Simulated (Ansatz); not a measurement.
Levels about the gap of amorphous Ti₁₀Al₁₂O₃₈ (60 atoms in a cell of 753 Å³, 3.11 g/cm³; zone centre alone, so wide bands show as single levels with stretches between that a denser mesh fills), at the geometry that PBE relaxed, where it gives 0.1 GPa on a denser mesh. The participation number counts the atoms over which a state spreads; weights are charges in smoothed Voronoi cells. The levels come from a single point, so bond lengths are those of that geometry. Method of the levels: r2SCAN, scalar-relativistic without spin-orbit coupling (Ansatz, a quantum-chemistry and plane-wave program). Sampling: the zone centre alone; Fermi-Dirac width 0.02 eV; no spin polarisation. At PBE the levels at the filled edge of the gap are localised (band-tail or defect states), and the nearest spread-out levels lie 3.1 eV apart at the zone centre.

A CHGNet melt-quench gave the starting glass, which DFT then relaxed. O atoms were pushed apart under 1.9 Å during the dynamics, to hinder bonds among them. The hot cell started wider than the set density and was brought back towards it in steps. It is the lowest in DFT energy of 2 quenches. It is a model cell: composition and starting density were chosen by hand, and all elements were melted together. No dispersion term was used. A short ab initio anneal came between quench and relaxation. Its density started from a set value of 3.11 and ended at 3.11 g/cm³. Cooling (nominally 280 K/ps over its main leg) ran many orders faster than in experiment, which tends to leave more defects and strain. One small periodic cell is one sample of the glass; other quenches scatter about these values. The volume was held where the preparation left it, at a PBE pressure of 0.1 GPa. Stress components on the final sampling reach 2.6 GPa.

```
E - E(highest filled), eV  filling  participation number        largest on  weight O  weight Ti  weight Al
-------------------------  -------  --------------------  ----------------  --------  ---------  ---------
-1.35                       filled                  12.7   O, 2 neighbours      0.93       0.04       0.04
-1.29                       filled                   6.6   O, 2 neighbours      0.90       0.03       0.07
-1.22                       filled                   9.5   O, 2 neighbours      0.93       0.03       0.04
-1.05                       filled                   2.7   O, 2 neighbours      0.93       0.02       0.05
-0.92                       filled                   3.5   O, 3 neighbours      0.93       0.04       0.03
-0.64                       filled                   2.8   O, 2 neighbours      0.92       0.03       0.06
0.00                        filled                   1.9   O, 2 neighbours      0.93       0.02       0.04
2.12                         empty                   7.1  Ti, 5 neighbours      0.19       0.79       0.02
2.18                         empty                   4.5  Ti, 5 neighbours      0.17       0.82       0.01
2.29                         empty                   7.9  Ti, 5 neighbours      0.19       0.80       0.01
2.38                         empty                   6.1  Ti, 5 neighbours      0.17       0.82       0.01
2.48                         empty                   8.8  Ti, 5 neighbours      0.18       0.81       0.01
2.50                         empty                   6.0  Ti, 5 neighbours      0.19       0.80       0.01
2.56                         empty                   7.7  Ti, 5 neighbours      0.20       0.78       0.01
```

Most localised among these is the filled level at +0.00 eV, on a O atom, which has 2 neighbours (Al 1.71 Å, Al 1.81 Å).
